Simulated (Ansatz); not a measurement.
The starting structures come from a database of crystals and need not be the phases stable at ambient conditions.

Inside the gap of an insulator the Bloch states are evanescent, with a wavenumber k + iκ along the transport direction.

Consider the following.

```yaml
crystal:
  lattice:
    - [6.73617, 0.00000, 0.00000]
    - [-0.20651, 7.75449, 0.00000]
    - [1.23519, 0.26808, 4.49483]
  atoms:
    - { symbol: Ge, position: [0.50000, 0.50000, 0.50000] }
    - { symbol: Ge, position: [0.00000, 0.00000, 0.00000] }
    - { symbol: P, position: [0.74600, 0.68930, 0.88780] }
    - { symbol: P, position: [0.25400, 0.31070, 0.11220] }
    - { symbol: P, position: [0.13940, 0.76270, 0.47880] }
    - { symbol: P, position: [0.86060, 0.23730, 0.52120] }
    - { symbol: O, position: [0.06500, 0.80740, 0.20680] }
    - { symbol: O, position: [0.93500, 0.19260, 0.79320] }
    - { symbol: O, position: [0.70500, 0.56190, 0.15420] }
    - { symbol: O, position: [0.29500, 0.43810, 0.84580] }
    - { symbol: O, position: [0.96680, 0.63760, 0.69500] }
    - { symbol: O, position: [0.03320, 0.36240, 0.30500] }
    - { symbol: O, position: [0.40440, 0.32550, 0.30030] }
    - { symbol: O, position: [0.59560, 0.67450, 0.69970] }
    - { symbol: O, position: [0.67120, 0.34120, 0.61500] }
    - { symbol: O, position: [0.32880, 0.65880, 0.38500] }
    - { symbol: O, position: [0.23330, 0.12290, 0.04250] }
    - { symbol: O, position: [0.76670, 0.87710, 0.95750] }
    - { symbol: O, position: [0.83280, 0.08080, 0.35200] }
    - { symbol: O, position: [0.16720, 0.91920, 0.64800] }
```

Space group of this cell: P-1. The cell is taken as given; by r2SCAN its mean pressure is 1.1 GPa.

Transport runs along the normal of the first two printed cell vectors.

The gap is the functional's own. No spin-orbit coupling. Mid-gap values are interpolated on the energy grid.

Problem. State the band gap and the smallest decay constant κ at mid-gap according to Ansatz (an electronic-structure program) with r2SCAN.

Solution. Gap 5.16 eV on a 6×4×8 mesh; κ = 0.465 1/Å, at the zone centre.
